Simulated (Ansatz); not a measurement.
The starting structures come from a database of crystals and need not be the phases stable at ambient conditions.

By PBEsol, the system below comes out a metal.

```
CELL_PARAMETERS angstrom
      4.08781     0.00000     0.00000
      0.00000     4.08781     0.00000
      0.00000     0.00000     4.08781
ATOMIC_POSITIONS crystal
  Sc 0.00000 0.00000 0.00000
  Al 0.50000 0.00000 0.50000
  Al 0.00000 0.50000 0.50000
  Al 0.50000 0.50000 0.00000
```

The cell is taken as given; by PBEsol it stands under a pressure of -1.1 GPa.

The current flows along the normal of the first two printed cell vectors, the (001) plane of the conventional cell. No spin-orbit coupling; the value is a mean over 0.1 eV about the Fermi level.

Task: Predict the ballistic conductance per area from PBEsol run with Ansatz (a first-principles code).

Result: 0.58 × 10¹⁵ S/m² for both spins.
